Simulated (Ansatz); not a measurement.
Base system: SiC in the zinc blende structure (space group F-43m, No. 216; a = 4.3797 Å).

Levels (all Ansatz, an electronic-structure program, PAW, earlier PAW set): PBE (420 eV, no SOC); r2SCAN (500 eV, no SOC); HSE06 (420 eV, without spin-orbit coupling); PBE+SOC (420 eV, with spin-orbit coupling); HSE06+SOC (420 eV, spin-orbit coupling included).

One geometry, relaxed with PBE, under each level:

Notes on the quantities. hole mass: degenerate bands, along [100].

The valence-band top lists the three highest levels at Γ (Kramers pairs under SOC), from the VBM.

```tsv
level	band gap	lowest conduction level above the VBM at special points	valence-band top at Γ	electron mass	hole mass	pressure
PBE	1.37 eV	X 1.37 eV; K 3.10 eV; U 3.10 eV; W 5.19 eV	0.00, 0.00, 0.00 eV	0.68 mₑ along k, 0.23 mₑ across (at X)	0.36, 0.59, 0.59 mₑ (at Γ)	0.00 GPa
r2SCAN	1.72 eV	X 1.72 eV; K 3.51 eV; U 3.51 eV; W 5.69 eV	–	0.65 mₑ along k, 0.23 mₑ across (at X)	0.35, 0.57, 0.57 mₑ (at Γ)	-3.50 GPa
HSE06	2.24 eV	X 2.24 eV; K 4.07 eV; U 4.07 eV; Γ 7.32 eV	–	–	–	–
PBE+SOC	1.37 eV	X 1.37 eV; K 3.09 eV; U 3.09 eV; W 5.18 eV	0.00, 0.00, -0.01 eV	0.68 mₑ along k, 0.23 mₑ across (at X)	0.42, 0.59 mₑ (at Γ)	0.00 GPa
HSE06+SOC	2.23 eV	X 2.23 eV; K 4.06 eV; U 4.06 eV; Γ 7.31 eV	0.00, 0.00, -0.02 eV	–	–	–
```

Single points use the geometry relaxed with PBE. Their cutoffs differ, which shifts pressures a little. The hybrid gap comes from the SCF mesh plus the semilocal run's edge points and a few special points and is an upper bound. The spin-orbit shifts are approximate. Masses are band curvatures over ±0.01 Å⁻¹ around the edge. Along k means along the line from Γ to the band edge. Stability against distortions was not tested.
